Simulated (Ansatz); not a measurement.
Base system: CsPbF3 in the cubic perovskite structure (space group Pm-3m, No. 221).

```
CELL_PARAMETERS angstrom
      4.81420     0.00000     0.00000
      0.00000     4.81420     0.00000
      0.00000     0.00000     4.81420
ATOMIC_POSITIONS crystal
  Cs 0.50000 0.50000 0.50000
  Pb 0.00000 0.00000 0.00000
  F  0.00000 0.50000 0.00000
  F  0.50000 0.00000 0.00000
  F  0.00000 0.00000 0.50000
```

Method: Ansatz (a first-principles code) PBEsol, spin-orbit coupling left out.

Before the change:

- Valley order = R along ⟨111⟩ 2.62 eV; X along ⟨100⟩ 3.07 eV

It is then changed as follows: 0.335 electrons added to each cell, a density of 3.0×10^21 cm⁻³, with a uniform compensating background at fixed cell and a 300 K Fermi–Dirac width.

Task: Predict the new Fermi level from band edge.

Result: The Fermi level relative to the doped band's edge (positive inside the band; to 0.05 eV) amounts to +0.55 eV.

Task: What does the calculation give for the valley order after the change?

Result: The valley order (the lowest conduction-band minima on the path, energy above the VBM, named in the base's zone) changes from R along ⟨111⟩ 2.62 eV; X along ⟨100⟩ 3.07 eV to R along ⟨111⟩ 2.49 eV; X along ⟨100⟩ 2.91 eV.

Charged cell with a jellium background: band edges are those of the host's band count, energies are not comparable with the neutral cell, and many-body gap narrowing is missing. Spin-orbit coupling, missing from the scalar runs, can matter with Pb. The levels and masses belong to the bands next to the band gap. Stability against distortions was not tested. Many cubic perovskites are stable only at high temperature; tilts and polar distortions were not tested.
